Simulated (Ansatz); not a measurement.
Results of r²SCAN in Ansatz (plane waves, PAW) for SmMg₂ (Fd-3m, No. 227).

Settings: plane-wave cutoff 560 eV, 12×12×12 k mesh, Fermi–Dirac smearing 0.05 eV, spin-polarised with parallel moments, scalar-relativistic PAW data made under PBE.

Computed at the level's own relaxed cell.

Give the computed lattice parameter a and bulk modulus B0.


lattice parameter a: 8.869 Å
bulk modulus B0: 29.6 GPa

Note: the magnetic order was assumed, not searched for or taken from measurement; the 4f shell is treated without U or exact exchange, so its levels and filling can be wrong; the bulk modulus is −V dP/dV from two relaxed cells at ±2 % in volume; the volume lies 8 % above that of the published cell.

Spin–orbit coupling is not included.

The result took roughly 17 core-minutes.

Ansatz is an electronic-structure program.
